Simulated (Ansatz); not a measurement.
Response to strain in Nb

Base system: Nb in the bcc (W type) structure (space group Im-3m, No. 229; a = 3.304 Å; relaxed with 0.1 eV smearing).

Strains are applied to the cell and any free atomic positions relax.

Level of theory: Kohn–Sham DFT with the r2SCAN functional, run in Ansatz (a first-principles code) with PAW and 500 eV plane waves, spin-orbit coupling left out.

Notes on the quantities. energy relative to the base: free energy F.

| variant | pressure | energy relative to the base | volume per atom |
|---|---|---|---|
| base | 0.0 GPa | 0 meV/atom | 18.04 Å³ |
| isotropic strain −3.00 % | 18.6 GPa | +86 meV/atom | 16.47 Å³ |
| isotropic strain −2.50 % | 15.1 GPa | +59 meV/atom | 16.72 Å³ |
| isotropic strain −2.00 % | 11.7 GPa | +37 meV/atom | 16.98 Å³ |
| isotropic strain −1.50 % | [?] | [?] | 17.24 Å³ |
| isotropic strain −1.00 % | 5.5 GPa | +9.0 meV/atom | 17.51 Å³ |
| isotropic strain −0.50 % | 2.7 GPa | +2.2 meV/atom | 17.77 Å³ |

What belongs in the blanks?


- isotropic strain −1.50 %, pressure: 8.5 GPa
- isotropic strain −1.50 %, energy relative to the base: +21 meV/atom

Stability against distortions was not tested. All final runs are without spin polarisation.
